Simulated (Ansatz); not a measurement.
## Carrier properties of AlN under load (space group P6_3mc)

Here is the system:

```xyz
4
Lattice="3.1242 0.0000 0.0000 -1.5621 2.7056 0.0000 0.0000 0.0000 4.9079" Properties=species:S:1:pos:R:3 pbc="T T T"
Al     0.0000     1.8038    -0.0266
Al     1.5621     0.9019     2.4273
N      0.0000     1.8038     1.8670
N      1.5621     0.9019     4.3210
```

Calculation: r2SCAN with spin-orbit coupling, rigid bands (plane waves, PAW; Ansatz, a program for electronic structure). Condition of this run: uniaxial stress along c of 4.5 GPa (compression positive) (the target of the relaxation). How the cell was made: cell and atoms relaxed with PBEsol, then loaded as said.

```json
{
  "band_gap": "4.79 eV",
  "electron conductivity mass (300 K, dilute)": "0.32 mₑ",
  "hole conductivity mass (300 K, dilute)": "3.2 (x), 3.2 (y), 0.36 (z) mₑ",
  "effective density of states N_c (300 K)": "4.6e18 cm⁻³",
  "effective density of states N_v (300 K)": "5.0e19 cm⁻³",
  "density_of_states_mass_electrons": "0.32 mₑ",
  "density_of_states_mass_holes": "1.57 mₑ",
  "Seebeck coefficient, n-type 1e19 cm⁻³, 300 K": "-160 μV/K",
  "Seebeck coefficient, p-type 1e19 cm⁻³, 300 K": "354 μV/K",
  "best p-type power factor at 300 K for τ = 10 fs (best axis; densities from 1e16 to 1e21 cm⁻³ tried, whether or not they can be reached)": "16.3 μW/(cm·K²) at 1e20 cm⁻³"
}
```

Rigid bands; masses and Seebeck coefficients take one relaxation time τ for all states and one kind of carrier; polarons and phonon drag are left out. Geometry: cell and atoms relaxed with PBEsol.
